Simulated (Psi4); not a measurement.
Psi4 1.11, B3LYP/def2-svpd: Ag(SMe)(NH3) (C[S][Ag]<-[NH3]), 10 atoms. The geometry is a generated start, not checked to be a minimum at this level.

- task = energy
- method = b3lyp
- basis = def2-svpd
- memory = 3 GB
- maxiter = 100
- keys of the molecule block = symmetry c1
- scf_type = df (default)
- e_convergence = 1e-06 (default)
- d_convergence = 1e-06 (default)
- dft_radial_points = 75 (default)
- dft_spherical_points = 302 (default)
- effective core potentials = those of the basis set, past Kr
- basis functions = 149
- grid points = 216661

```xyz
10

Ag     0.0373    -0.0315     0.8816
S      1.8787     1.0474    -0.0706
C      1.6081     0.9895    -1.8882
H      1.5825    -0.0393    -2.2323
H      2.4573     1.5025    -2.3302
H      0.6898     1.5069    -2.1502
N     -1.8437    -1.1177     1.8326
H     -2.6929    -0.5805     1.6955
H     -1.7204    -1.2421     2.8326
H     -1.9967    -2.0353     1.4293
```

Charge 0 and multiplicity 1 are set for this test and not shown to be the ground state.

With the defaults (diis = true, scf_initial_accelerator = adiis, damping_percentage = 0, guess = auto, which took SAD, soscf = false, soscf_start_convergence = 0.01, diis_max_vecs = 10) it converges in 9 SCF iterations. One run each on 2 threads, with these changes:
- guess = huckel
- diis = false, scf_initial_accelerator = none, damping_percentage = 60
- scf_initial_accelerator = none
- soscf = true, soscf_start_convergence = 0.1
- diis_max_vecs = 20
- diis_max_vecs = 6
- guess = modhuckel
- scf_initial_accelerator = ediis
- guess = sapgau

### Question
Which runs fail or end elsewhere than the default run?

### Answer
No convergence: diis = false, scf_initial_accelerator = none, damping_percentage = 60 (the run ends without SCF convergence in 100 iterations). The rest reach the solution of the defaults.

| setting | SCF iterations | JK calls | end |
|---|---|---|---|
| soscf = true, soscf_start_convergence = 0.1 | 7 | 28 | same solution |
| the defaults | 9 | 10 | same solution |
| scf_initial_accelerator = ediis | 9 | 10 | same solution |
| diis_max_vecs = 20 | 9 | 10 | same solution |
| scf_initial_accelerator = none | 9 | 10 | same solution |
| guess = huckel | 10 | 40 | same solution |
| diis_max_vecs = 6 | 10 | 11 | same solution |
| guess = modhuckel | 14 | 44 | same solution |
| guess = sapgau | 18 | 18 | same solution |
| diis = false, scf_initial_accelerator = none, damping_percentage = 60 | 100 | 101 | no convergence |

An SOSCF iteration holds several JK calls; a Hückel guess adds calls on atoms.
